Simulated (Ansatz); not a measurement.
Functionals compared on a constructed model of the (100) surface of bcc Fe, ferromagnetic, a pseudomorphic layer of Si in the host's stacking (bottom of the slab: a bare face, its two planes held), in Ansatz (plane waves, PAW). The structure was relaxed with PBE; the other rows are single points on it. Cutoff 420 eV.

Set-up: 7 atoms, 8.7 Å thick at the start (thin: gaps and levels are the slab's own); mesh 13x13x1; 0.1 eV smearing; dipole correction on; 2 atoms held, the rest relaxed; symmetry of the start imposed; spin-polarised, ending with about 14.3 μB a cell; orders that need a larger cell were not tried, no spin-orbit, no U. It is one candidate, not shown to be the stable structure of the face. These notes are the PBE run's. RPBE: The program's check for a lower electronic state was not made.

```
functional  work function of the top face (eV)  magnetic moment of the cell (μB)  rough cost of the single point
----------  ----------------------------------  --------------------------------  ------------------------------
PBE                                       4.59                             14.31                               –
RPBE                                         ?                             14.54  around 90 core-seconds (rough)
```

**Question.** Some entries are withheld; supply them.

**Answer.** 
- RPBE, work function of the top face (eV): 4.52

Ansatz is an electronic-structure program.
